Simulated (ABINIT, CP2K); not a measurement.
A CP2K input for a self-consistent single point of SrHfN2 (P4/nmm, 8 atoms in the cell) (DFT PBEsol, GPW, DZVP-MOLOPT-SR-GTH basis, GTH-PBE potentials (GTH_POTENTIALS)):

```
&GLOBAL
  PROJECT run
  RUN_TYPE ENERGY_FORCE
  PRINT_LEVEL LOW
&END GLOBAL
&FORCE_EVAL
  METHOD Quickstep
  STRESS_TENSOR ANALYTICAL
  &DFT
    BASIS_SET_FILE_NAME BASIS_MOLOPT
    POTENTIAL_FILE_NAME GTH_POTENTIALS
    &QS
      METHOD GPW
      EPS_DEFAULT 1E-10
    &END QS
    &MGRID
      CUTOFF 500
      REL_CUTOFF 60
      NGRIDS 5
    &END MGRID
    &SCF
      SCF_GUESS ATOMIC
      EPS_SCF 1E-7
      MAX_SCF 100
      ADDED_MOS 11
      &DIAGONALIZATION
        ALGORITHM STANDARD
      &END DIAGONALIZATION
      &MIXING
        METHOD BROYDEN_MIXING
        ALPHA 0.2
        NBUFFER 8
        BETA 1.5
      &END MIXING
    &END SCF
    &KPOINTS
      SCHEME MONKHORST-PACK 6 6 3
      GAMMA_CENTERED T
    &END KPOINTS
    &XC
      &XC_FUNCTIONAL
        &PBE
          PARAMETRIZATION PBESOL
        &END PBE
      &END XC_FUNCTIONAL
    &END XC
    &PRINT
      &MO
        EIGENVALUES T
        OCCUPATION_NUMBERS T
        NDIGITS 8
        FILENAME mo
        &EACH
          QS_SCF 0
        &END EACH
        ADD_LAST NUMERIC
      &END MO
      &MULLIKEN OFF
      &END MULLIKEN
    &END PRINT
  &END DFT
  &SUBSYS
    &CELL
      ABC 4.01014300 4.01014300 8.19876400
      ALPHA_BETA_GAMMA 90.00000000 90.00000000 90.00000000
      PERIODIC XYZ
    &END CELL
    &COORD
      SCALED
      Sr       0.00000000     0.50000000     0.14301000
      Sr       0.50000000     0.00000000     0.85699000
      Hf       0.00000000     0.50000000     0.59238000
      Hf       0.50000000     0.00000000     0.40762000
      N        0.00000000     0.00000000     0.50000000
      N        0.50000000     0.50000000     0.50000000
      N        0.00000000     0.50000000     0.83428000
      N        0.50000000     0.00000000     0.16572000
    &END COORD
    &KIND Sr
      BASIS_SET DZVP-MOLOPT-SR-GTH
      POTENTIAL GTH-PBE-q10
    &END KIND
    &KIND Hf
      BASIS_SET DZVP-MOLOPT-SR-GTH
      POTENTIAL GTH-PBE-q12
    &END KIND
    &KIND N
      BASIS_SET DZVP-MOLOPT-SR-GTH
      POTENTIAL GTH-PBE-q5
    &END KIND
  &END SUBSYS
  &PRINT
    &FORCES ON
    &END FORCES
    &STRESS_TENSOR ON
    &END STRESS_TENSOR
  &END PRINT
&END FORCE_EVAL
```

**Question.** Translate this input to ABINIT.

**Answer.** This is the input that was run; spellings and numerical settings could be chosen otherwise.

```
# SrHfN2, PseudoDojo nc-sr-04 PBEsol standard
pp_dirpath "./"
pseudos "Sr.upf, Hf.upf, N.upf"
acell 3*1.0
rprim
         7.5780719906    0.0000000000    0.0000000000
         0.0000000000    7.5780719906    0.0000000000
         0.0000000000    0.0000000000   15.4934185204
natom 8
ntypat 3
znucl 38 72 7
typat 1 1 2 2 3 3 3 3
xred
         0.0000000000    0.5000000000    0.1430100000
         0.5000000000    0.0000000000    0.8569900000
         0.0000000000    0.5000000000    0.5923800000
         0.5000000000    0.0000000000    0.4076200000
         0.0000000000    0.0000000000    0.5000000000
         0.5000000000    0.5000000000    0.5000000000
         0.0000000000    0.5000000000    0.8342800000
         0.5000000000    0.0000000000    0.1657200000
ecut 84 Ry
occopt 1
nband 36
kptopt 1
ngkpt 6 6 3
nshiftk 1
shiftk 0 0 0
nstep 60
tolvrs 1.0e-10
diemac 4
prtwf 0
prtden 0
prtvol 1
enunit 1
```

Basis, cutoffs, solver keys and any potentials are the target program's own. This input uses DFT, PBEsol, plane waves, norm-conserving pseudopotentials (PseudoDojo nc-sr-04 PBEsol standard).

The starting cell comes from a database of computed structures (which also holds hypothetical and non-ambient phases and stackings), without a prior relaxation at this level. Its lattice was rescaled by a random factor within 2.5 % of one. For this run, on top of that: lattice scaled by 0.98.
